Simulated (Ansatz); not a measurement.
Cell and atoms of amorphous Si24O51La2:

```xyz
77
Lattice="10.9057 -0.0812 0.2031 -0.0812 10.1060 0.4259 0.2031 0.4259 10.6382" Properties=species:S:1:pos:R:3 pbc="T T T"
Si     1.7362     4.6825     2.0065
Si     3.0462     8.8360     7.3975
Si     5.6435     9.9013     5.9769
Si     2.7960     9.2364     2.6088
Si     8.8456     3.4253     1.1941
Si     9.7225     8.5174    10.7590
Si     2.8848     3.1658     5.9608
Si     2.0425     6.1119     6.8487
Si     9.7793     5.0197     3.5256
Si     9.9507     7.0170     5.6901
Si     6.9968     2.7417     9.9840
Si     5.6075     2.8305     4.8343
Si     1.8805     1.8793     3.1407
Si     8.6626     2.8134     5.2222
Si     5.5511     7.9822     3.4554
Si     9.7897     1.1530     2.9999
Si     4.7134     5.0581     2.7189
Si     2.3530     5.1954     9.6428
Si     9.3877     1.9526     8.1772
Si     1.5375     2.3831     8.6486
Si     1.1013     8.5470     5.2275
Si     8.4449     8.6943     2.1741
Si     5.4209     5.5262    10.1509
Si     1.8373     9.5904    10.2329
O     10.8545     2.5057     8.6733
O      6.9712     8.3191     2.7172
O      8.9799     7.7503     9.5816
O      9.1384     0.4115     8.4103
O      5.1416     5.0124     1.1521
O      8.6673     4.4988     2.4624
O      7.0974     3.3016     5.3306
O      5.5509     8.6227     4.9411
O      1.6270     5.2393     0.4708
O      4.5125     3.2167     5.9998
O      9.6206     4.7022    10.6069
O      0.4201     1.1808     3.3845
O      3.2107     7.2535     6.9115
O     10.3790     8.6017     5.4459
O      0.8942     6.8688     5.8039
O      9.7111     3.9902     4.7873
O      3.0751     5.2463     2.7661
O      2.3887     2.5084     4.5569
O      3.9155     5.6130     9.5027
O      0.3522     8.9590    10.2005
O      8.4229     9.3136     0.6270
O      4.3024     8.6338     2.6192
O      2.2423     8.9319     1.1008
O      5.3650     6.3567     3.4840
O      9.2563     9.7389     3.0907
O      5.1879     3.6785     3.4814
O      6.9220     9.8538     6.9132
O      1.5069     5.8854     8.3770
O      2.3925     4.7359     6.0997
O      2.8816     0.7154     2.5704
O      8.2571     2.9512     8.8902
O      2.7157     8.9059     9.0015
O      9.4198     7.4387     1.6723
O      1.8268     3.0507     2.0171
O      9.2828     2.3538     6.6136
O      6.1279     4.1241     9.5971
O      9.1805     6.4471     6.9154
O      0.4092     5.1754     2.7897
O      9.8115     2.1885     1.7407
O      4.3511     9.7009     7.0353
O      2.2764     2.2969     7.1870
O      5.5352     1.1948     4.6723
O      8.7164     1.6256     4.1188
O      6.3540     6.7256     9.6126
O      1.8643     8.5151     3.8021
O      6.3207     1.3196     9.7736
O      7.4127     2.6782     0.8404
O      9.4989     6.4797     4.2297
O      1.8034     9.3709     6.4288
O      2.1905     3.6001     9.4933
O      1.8833     1.0668     9.5201
La     8.4134     5.6116     8.9284
La     7.0749     9.4801     9.1560
```

Calculation: PBE, scalar-relativistic without spin-orbit coupling (plane waves to 420 eV, PAW; Ansatz, an electronic-structure program).

Preparation: random packing, a CHGNet melt and quench, and a DFT relaxation. O atoms were pushed apart under 1.9 Å during the dynamics, to hinder bonds among them. The hot cell started wider than the set density and was brought back towards it in steps. It is the lowest in DFT energy of 2 quenches. It is a model cell: composition and starting density were chosen by hand, and all elements were melted together. No dispersion term was used. Its density started from a set value of 2.51 and ended at 2.51 g/cm³. The quench (nominally 400 K/ps over its main leg) was far faster than any real one, so the model tends to hold more defects than a real film. A cell of this size samples the disorder only roughly. The volume was held where the preparation left it and the shape relaxed, at a PBE pressure of -0.5 GPa (tension). Stress components on the final sampling reach 0.5 GPa.

Bonds are counted up to Si-Si 2.60 Å, Si-O 2.02 Å, Si-La 3.20 Å, O-O 1.58 Å, O-La 3.00 Å, La-La 3.96 Å. Two cations that share two anions don't count as bonded, nor two that share one unless they lie closer than Si-Si 2.38 Å, Si-La 3.11 Å, La-La 3.85 Å.

**Question.** Give the coordination numbers, mean bond lengths and angles.

**Answer.** 
```yaml
Mean coordination of Si by anions: 4.00 (24 with 4)
Mean coordination of O: 2.12 (45 with 2, 6 with 3)
Mean coordination of La by anions: 6.00 (2 with 6)
Mean Si-O bond: 1.640 Å (spread 0.040 Å, 96 counted)
Mean O-La bond: 2.484 Å (spread 0.215 Å, 12 counted)
Bond angle at Si: mean 109.3°, spread 5.7°
Bond angle at O: mean 134.5°, spread 22.2°
Bond angle at La: mean 99.6°, spread 28.6°
```

**Question.** Which atoms depart from the most common coordination of their element?

**Answer.** O27 has 3 (Si6 1.59 Å, La76 2.31 Å, La77 2.61 Å); O39 has 3 (Si8 1.73 Å, Si21 1.79 Å, Si10 1.89 Å); O45 has 3 (Si22 1.67 Å, Si6 1.72 Å, La77 2.63 Å); O55 has 3 (Si19 1.67 Å, Si11 1.68 Å, La76 2.67 Å); O60 has 3 (Si23 1.67 Å, Si11 1.68 Å, La76 2.81 Å); O68 has 3 (Si23 1.61 Å, La76 2.44 Å, La77 2.88 Å).

**Question.** List the pairs of like atoms that count as bonded by the rules above.

**Answer.** There are none by these rules.
